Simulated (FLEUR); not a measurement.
Band structure of Cu3Au (Pm-3m, 4 atoms in the cell).

```
CELL_PARAMETERS angstrom
      3.79387     0.00000     0.00000
      0.00000     3.79387     0.00000
      0.00000     0.00000     3.79387
ATOMIC_POSITIONS crystal
  Cu 0.00000 0.50000 0.50000
  Cu 0.50000 0.00000 0.50000
  Cu 0.50000 0.50000 0.00000
  Au 0.00000 0.00000 0.00000
```

Method of the run: PBE, all-electron FLAPW (FLEUR), scalar-relativistic valence.

Settings: Kmax = 4.2 1/bohr; GmaxXC = 12.6 1/bohr; xcFunctional = pbe; jspins = 1; l_soc = F; mode = hist; fermiSmearingEnergy = 0.00183747 Htr; mesh (inpgen div1-3) = 9 9 9; inpgen gamma flag = false; Gmax = 12.6 1/bohr; numbands = 0; maxIterBroyd = 15; imix = Anderson; alpha = 0.05.

The starting cell has typed, rounded lattice constants, without a prior relaxation at this level. Its lattice was rescaled by a random factor within 2.5 % of one. Spin-orbit coupling is off. Spin polarisation is off. Values depend on the basis (sphere radii, cutoffs, local orbitals), which need not be converged.

These are the values that this program gave, and no reference: the default basis lacks the next d shell.

Levels in eV from the Fermi level, bands 22 to 29:
```tsv
point	22	23	24	25	26	27	28	29
Γ	-1.38	-1.38	-1.38	1.28	1.28	1.28	5.82	7.28
X	-1.95	-1.87	-1.49	-1.38	5.71	5.71	6.43	6.43
M	-2.14	-2.08	-0.52	-0.52	-0.45	0.27	8.53	9.35
R	-1.58	-1.58	-0.98	-0.96	-0.96	-0.96	2.33	3.93
```
